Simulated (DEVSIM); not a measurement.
Device: Schottky contact on n-type GaN, at 300 K.

Layer 1 from the left is GaN, thickness (μm) 13.0, Nd (cm⁻³) 9.3e15, τn (s) 8.1e-9, τp (s) 8.1e-9.

Left contact: Schottky, work function 5.06 eV, emission velocity 3.6e6 cm/s. Right contact: ohmic. Voltage is applied to the left contact. Recombination: SRH at mid-gap. Mobility is μmin + (μ − μmin)/(1 + (N/Nref)^α).

The device is made up for the run: typed textbook-type constants, with dimensions and the other settings drawn at random. Values at 300 K.

GaN: gap (eV) 3.43, affinity (eV) 4.1, permittivity 9.5, Nc (cm⁻³) 2.3e18, Nv (cm⁻³) 4.6e19, μn (cm²/Vs) 1200, μp (cm²/Vs) 100, μn,min 55, μp,min 3, Nref,n 2e17, Nref,p 3e17, αn 1, αp 2.

Model (solved in DEVSIM): 1D drift-diffusion, Boltzmann statistics, complete ionisation; no tunnelling, impact ionisation, image-force lowering or self-heating. Metal contacts follow the ideal Schottky-Mott rule: no Fermi-level pinning, no interface dipoles.

Dark forward current:

| |V| (V) | |J| (A/cm²) |
|---|---|
| 0.05 | 5.513e-10 |
| 0.10 | 4.356e-9 |
| 0.15 | 3.061e-8 |
| 0.20 | 2.117e-7 |
| 0.25 | 1.460e-6 |
| 0.30 | 1.007e-5 |
| 0.35 | 6.935e-5 |
| 0.40 | 0.0004773 |
| 0.45 | 0.003282 |
| 0.50 | 0.02251 |
| 0.55 | 0.1535 |
| 0.60 | 1.020 |
| 0.65 | 5.978 |
| 0.70 | 23.87 |
| 0.75 | 58.49 |
| 0.80 | 104.2 |
| 0.85 | 155.9 |
| 0.90 | 211.1 |
| 0.95 | 268.5 |
| 1.00 | 327.5 |
| 1.05 | 387.5 |
| 1.10 | 448.2 |
| 1.15 | 509.6 |
| 1.20 | 571.5 |
| 1.25 | 633.8 |
| 1.30 | 696.5 |

Question: Work out the local ideality factor n = ΔV / (kT/q · ln(J2/J1)) between the rows 0.15 and 0.20 V, 1.25 and 1.30 V.

Answer: kT/q = 25.85 mV. From 0.15 to 0.20 V: ln(2.117e-7/3.061e-8) = 1.934, n = 1.00, near the 1 of diffusion or emission over a barrier. From 1.25 to 1.30 V: ln(696.5/633.8) = 0.094, n = 20.50; the layers' resistance at their doping, Σ W/(qμN) = 0.00076 Ω cm², would take 48 mV of this step of 50 mV.

Question: Estimate the current at 0.35 V for emission alone, J0 = q v N_band exp(−φB/kT), and read the barrier back from the simulated current.

Answer: φB = 0.960 eV, N_band = 2.30e18 cm⁻³, J0 = 9.87e-11 A/cm²; J = J0 (exp(qV/kT) − 1) = 7.49e-5 A/cm². The simulation gives 6.94e-5 A/cm²; the estimate lies 8.0 % above. Read backwards, the simulated current gives an apparent barrier of 0.962 eV. The estimate leaves out transport through the depletion region and minority injection.
